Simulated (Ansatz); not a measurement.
**Response to strain in PbTe**

Start from PbTe in the rock salt structure (space group Fm-3m, No. 225; a = 6.5343 Å).

Strains are applied to the cell and any free atomic positions relax.

The values are results of r2SCAN/PAW in Ansatz (a first-principles code), no spin-orbit coupling, not measurements.

Notes on the quantities. energy relative to the base: free energy F.

```csv
isotropic strain (%),energy relative to the base (meV/atom)
-3,41.4
-2.5,28.2
-2,?
-1.5,9.8
-1,4.3
-0.5,1.1
0,0.0
```

Q: Fit ΔE = Aε² + Bε³ (ε in %) to the rows shown and predict the withheld row.

A: Least squares on the printed values gives A = 4.11 and B = -0.16 meV/atom (largest residual 0.1 meV/atom); this predicts 17.7 meV/atom, and the run gives 17.8 meV/atom, in agreement.

Whether these cells are dynamically stable was not tested.
